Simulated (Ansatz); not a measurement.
System: TiAl3 (I4/mmm, No. 139). Method: PBE in Ansatz (PAW).

Settings: plane-wave cutoff 520 eV, 24×24×24 k mesh, Fermi–Dirac smearing 0.033 eV (set by the program), no spin polarisation, scalar-relativistic PAW data made under PBE.

Cell (relaxed at this level):

```
CELL_PARAMETERS angstrom
     -1.92288     1.92288     4.31003
      1.92288    -1.92288     4.31003
      1.92288     1.92288    -4.31003
ATOMIC_POSITIONS crystal
  Ti 0.00000 0.00000 0.00000
  Al 0.50000 0.50000 0.00000
  Al 0.75000 0.25000 0.50000
  Al 0.25000 0.75000 0.50000
```

Problem. What does this level give for the Voigt–Reuss–Hill bulk modulus, polycrystal shear modulus (Hill average), Young modulus and Poisson ratio?

Solution. 
- Voigt–Reuss–Hill bulk modulus = 106 GPa
- polycrystal shear modulus (Hill average) = 88.3 GPa
- Young modulus = 207 GPa
- Poisson ratio = 0.173

Elastic constants are with the ions relaxed.

The computed numbers hold no vibrational or temperature effects.

Cost on a shared machine: about 110 core-minutes (a rough figure).

Ansatz is a program for electronic structure.
